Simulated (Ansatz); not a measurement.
## Sb: Sb → Rh

The parent structure is Sb in the A7 type structure (space group R-3m, No. 166; a = 4.3286 Å, c = 11.3496 Å (hexagonal axes); layered).

It is then changed as follows: full substitution Sb → Rh, then cell and atoms are relaxed.

The values are results of DFT with r2SCAN+rVV10, PAW potentials and a 500 eV plane-wave cutoff in Ansatz (a first-principles code), without spin-orbit coupling, earlier PAW set, not measurements. k-mesh 18×18×18 (Γ-centred); smearing 0.05 eV (Fermi–Dirac), for the changed cell.

The volume per atom falls by 15.01 Å³, from 30.69 Å³ to 15.68 Å³ and the density goes up by 4.31 g/cm³ (6.59 g/cm³ → 10.90 g/cm³). The space group goes from R-3m (No. 166) to Pm-3m (No. 221) and the shortest interatomic distance decreases by 0.417 Å, from 2.920 Å to 2.503 Å. The band gap remains zero.

Final structure:

```xyz
1
Lattice="2.5030 0.0000 0.0000 0.0000 2.5030 0.0000 0.0000 0.0000 2.5030" Properties=species:S:1:pos:R:3 pbc="T T T"
Rh     1.2515     1.2515     1.2515
```

Spin-orbit coupling, missing from the scalar runs, can matter with Sb. No phonon test of stability was made. As relaxed here, Rh is a hypothetical phase, not in the database extracts checked. The final runs are not spin-polarised. Rh has a high density of states at the Fermi level and may be magnetic at this level.
